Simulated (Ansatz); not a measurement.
Start from AlRu in the CsCl type structure (space group Pm-3m, No. 221; a = 2.983 Å).

All numbers come from r2SCAN/PAW in Ansatz (a first-principles code), spin-orbit coupling left out.

Base values:

The pressure is 0.0 GPa.

Modification: every lattice vector is stretched by 1.01 %, atoms relaxed at fixed cell.

Q: What happens to the energy relative to the base and pressure?

A: The energy goes up by 8.1 meV/atom; the pressure goes from zero to -6.2 GPa.

The cells carry an imposed strain or load. Whether these cells are dynamically stable was not tested. The final runs are not spin-polarised.
